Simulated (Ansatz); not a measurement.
The starting structures come from a database of crystals and need not be the phases stable at ambient conditions.

Consider the following.

```yaml
crystal:
  lattice:
    - [3.48638, 0.00000, 0.00000]
    - [-1.74319, 3.01929, 0.00000]
    - [0.00000, 0.00000, 4.17804]
  atoms:
    - { symbol: Mg, position: [0.66667, 0.33333, 0.75000] }
    - { symbol: Mg, position: [0.33333, 0.66667, 0.25000] }
    - { symbol: O, position: [0.66667, 0.33333, 0.25000] }
    - { symbol: O, position: [0.33333, 0.66667, 0.75000] }
```

Space group of this cell: P6_3/mmc. The cell is taken as given.

Calculation: r2SCAN (plane waves, PAW; Ansatz, a program for electronic structure).

The current runs along the normal of the first two printed vectors; no spin-orbit coupling. Scaled by the factor s: all lengths (ions clamped). Meshes 12×12×8 and 12×12 across the current in all rows.

```json
[
 {"s": "0.98", "mean pressure (GPa)": "9.6", "slowest mid-gap decay constant κ (1/Å)": "?"},
 {"s": "1.00", "mean pressure (GPa)": "0.1", "slowest mid-gap decay constant κ (1/Å)": "0.331"},
 {"s": "1.02", "mean pressure (GPa)": "-7.2", "slowest mid-gap decay constant κ (1/Å)": "0.312"}
]
```

Task: Take the slope of the slowest mid-gap decay constant κ against ln s from the two given rows, extrapolate to s = 0.98, and say what the run there gives.

Result: Slope = (0.312 − 0.331) / ln 1.02 = -0.959 1/Å. The line gives 0.331 + (-0.959) × ln 0.98 = 0.350 1/Å. The run gives 0.351 1/Å, 0.001 1/Å over the line, 3 % of the predicted step.
